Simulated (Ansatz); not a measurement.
A relaxation of cell and atoms of Fe3Se4 (C2/m, 7 atoms in the cell) with Ansatz (a first-principles code).

Level of theory: LDA (PW92), default PAW files made with PBE (plane waves; Ansatz).

```
Fe3Se4
1.0
    5.98142    -1.69117     0.00000
    5.98142     1.69117     0.00000
   -2.66483     0.00000     5.33089
Fe Se
3 4
Direct
  0.00000   0.00000   0.00000
  0.73856   0.73856   0.69026
  0.26144   0.26144   0.30974
  0.63494   0.63494   0.97755
  0.36506   0.36506   0.02245
  0.89514   0.89514   0.56019
  0.10486   0.10486   0.43981
```
Moments meant for the start (each program seeds them in its own way; μB, in the order of the atoms Fe Fe Fe Se Se Se Se): 4.0 4.0 4.0 0.0 0.0 0.0 0.0.

Reference input (self-consistent single point, DFT, LDA (PW92), plane waves, default PAW files made with PBE): basis.ecutwfc = 420 eV; kpoints.mp_grid.grid = 7 7 5; hamiltonian.xc = lda; hamiltonian.pseudopotentials = {kind: paw} (the program's default PAW files); magnetization.spin_polarized = true; scf.occupations.method = cold; scf.occupations.width = 0.1 eV. This run's input differs from it in these lines:

Ansatz 0.2 input:
```diff
@@ -14,3 +14,3 @@
 basis:
-  ecutwfc: 420.0
+  ecutwfc: 250.0
 kpoints:
@@ -24,2 +24,4 @@
   occupations: { method: cold, width: 0.1 }
+relax:
+  cell: {}
 output:
```

Output (repeated stretches shortened):

```
   [... SCF lines of the steps left out ...]
relax step   1: F+E_penalty+E_count = -34785.03352330 eV  Δ(F+E_penalty+E_count) = +0.000e0 eV  max|allowed force component| = 2.432e-1 eV/Å  Δτ_max = 0.0000 Å  P = -2.944 GPa  Ω = 107.850 Å³  (30 SCF iters, dr2 threshold 1.00e-7 eV, accepted)
relax step   2: F+E_penalty+E_count = -34786.68436879 eV  Δ(F+E_penalty+E_count) = -1.651e0 eV  max|allowed force component| = 2.994e-1 eV/Å  Δτ_max = 0.0385 Å  P = +12.120 GPa  Ω = 104.862 Å³  energy of the carried Pulay correction = +1.742e0 eV  [...]
   [... lines left out ...]
relax step  86: F+E_penalty+E_count = -34785.08815045 eV  Δ(F+E_penalty+E_count) = -1.646e-3 eV  max|allowed force component| = 2.166e-3 eV/Å  Δτ_max = 0.0006 Å  P = +0.003 GPa  Ω = 103.361 Å³  energy of the carried Pulay correction = +1.643e-3 eV  [...]
relax step  87: F+E_penalty+E_count = -34785.08397042 eV  Δ(F+E_penalty+E_count) = +4.180e-3 eV  max|allowed force component| = 2.357e-3 eV/Å  Δτ_max = 0.0000 Å  P = -0.004 GPa  Ω = 103.361 Å³  stress off target by 4.17e-2 GPa  SCF on the basis [...]
basis re-selected at this cell: Δ(F+E_penalty+E_count) = +4.180e-3 eV, ΔP = -0.007 GPa vs the last step
the relaxation is at rest under the 4 symmetry operations that the run kept from its start: a minimum is not shown …
the relaxation's final electronic state is not compared with the one that a single-point calculation of its input finds at the relaxed geometry …
   [... lines left out ...]
Absolute magnetization: 2.5712 μB (∫|ρ↑−ρ↓|, with the PAW one-centre terms)
Free energy (F): -34785.083970 eV
Fermi energy:    15.314777 eV
  cell:  # Å, volume = 103.3612 Å³
   [... lines left out ...]
    - { symbol: Se, position: [0.6399495840124229, 0.6399495840124229, 0.9832465687217976] }
    - { symbol: Se, position: [0.36005041598757725, 0.36005041598757725, 0.016753431278203113] }
    - { symbol: Se, position: [0.8942841904986242, 0.8942841904986242, 0.5543351725634067] }
    - { symbol: Se, position: [0.10571580950137596, 0.10571580950137596, 0.44566482743659325] }
```

The run converged.  The full log also holds: “iter 7 did not close the SCF: its close was put off for a magnetic moment that had not settled (scf_convergence_deferred on its scf_iter line)”. The full log also holds: “iter 7 did not close the SCF: its close was put off for a magnetic moment that had not settled (scf_convergence_deferred on its scf_iter line)”.

Summary of the result:
```
Quantity                                                                                                               Value
-----------------------------------------------  ---------------------------------------------------------------------------
Free energy E − TS (on the zero of these files)                                                               -34785.0840 eV
Fermi level (on the code's own zero)                                                                                15.31 eV
Pressure                                                                                                            0.00 GPa
Largest force (vector length)                                                                                     0.002 eV/Å
Size of the cell's spin moment                                                                                       2.37 μB
Final cell                                       a = 6.095 Å, b = 6.095 Å, c = 5.847 Å, α = 115.74°, β = 115.74°, γ = 32.23°
Final volume per atom                                                                                               14.77 Å³
Relaxation steps                                                                                                          87
```

The starting cell comes from a database of computed structures (which also holds hypothetical and non-ambient phases and stackings), without a prior relaxation at this level. Its lattice was rescaled by a random factor within 2.5 % of one. The moments shrank to a small part of their start, a low-spin state that need not be the lowest. The relaxation keeps the symmetry of its start, so its end need not be a minimum. Ansatz's pressure includes its estimate of the finite-basis (Pulay) stress. Without the estimate this run gives -96.37 GPa. The cutoff lies below the one recommended for these files.

Cost on one core of a shared machine: roughly 60 min.
